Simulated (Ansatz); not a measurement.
# Rh under a change: pressure 30 GPa

Base system: Rh in the fcc (Cu type) structure (space group Fm-3m, No. 225; a = 3.780 Å).

Modification: cell and atoms relaxed at a pressure of 30 GPa.

All numbers come from Kohn–Sham DFT with the PBEsol functional, run in Ansatz (a quantum-chemistry and plane-wave program) with PAW and 420 eV plane waves, no spin-orbit coupling. Settings: 21×21×21 k-points, 0.05 eV Fermi–Dirac smearing.

```tsv
quantity	base	changed	shift
volume per atom	13.50 Å³	12.44 Å³	-1.067 Å³
density	12.66 g/cm³	13.74 g/cm³	+1.086 g/cm³
shortest interatomic distance	2.673 Å	2.600 Å	-0.0724 Å
enthalpy H = E + PV relative to the base's energy	–	+2.42 eV/atom	–
band gap	zero	zero	–
```

Final structure:

```xyz
1
Lattice="0.0000 1.8388 1.8388 1.8388 0.0000 1.8388 1.8388 1.8388 0.0000" Properties=species:S:1:pos:R:3 pbc="T T T"
Rh     0.0000     0.0000     0.0000
```

Load acts through the strain it causes; cell and atoms are relaxed under it. Stability against distortions was not tested. Competing high-pressure phases were not computed. All final runs are without spin polarisation.
